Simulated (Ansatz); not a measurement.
Start from SrTiO₃ in the cubic perovskite structure (space group Pm-3m, No. 221; a = 3.8911 Å).

Calculations: PBEsol (Ansatz, a first-principles code, PAW, without spin-orbit coupling).

One change was made to it. Results:

The density goes up by 0.68 g/cm³ (5.17 g/cm³ → 5.85 g/cm³); the width of the top valence band goes up by 0.18 eV, from 1.05 eV to 1.23 eV.

Question: Which of these changes matches the shifts?
(A) pressure 30 GPa
(B) pressure 3 GPa
(C) pressure 100 GPa

Answer: A, pressure 30 GPa. For comparison, the density in the other runs: pressure 3 GPa gives 5.25 g/cm³; pressure 100 GPa gives 6.90 g/cm³.

The levels and masses belong to the bands next to the band gap. Load acts through the strain it causes; cell and atoms are relaxed under it. Whether these cells are dynamically stable was not tested. Competing high-pressure phases were not computed. All final runs are without spin polarisation. Many cubic perovskites are stable only at high temperature; tilts and polar distortions were not tested.
